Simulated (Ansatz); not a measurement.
Base system: Au in the fcc (Cu type) structure (space group Fm-3m, No. 225; a = 4.083 Å).

Perturbation: a fraction x = 0.5 of the Au sites is given to Cu, ordered in a cell of 4 atoms (starting symmetry I4_1/amd) and fully relaxed.

The other end (x = 1) is Cu in the fcc (Cu type) structure (space group Fm-3m, No. 225): 11.32 Å³/atom, gap zero.

Levels (all Ansatz, a first-principles code, PAW): PBEsol (420 eV, no spin-orbit coupling); PBEsol+SOC (420 eV, noncollinear with spin-orbit coupling).

The geometry is relaxed with PBEsol.

| Property | Value |
|---|---|
| PBEsol pressure | 0.0 GPa |

Question: What does PBEsol+SOC give at this geometry for the pressure?

Answer: The pressure goes from zero to -1.0 GPa.

Single points use the geometry relaxed with PBEsol. The spin-orbit shifts are approximate. These are small ordered cells, not random alloys; other orderings at the same x differ. Stability against distortions was not tested. The runs without spin-orbit coupling are not spin-polarised.
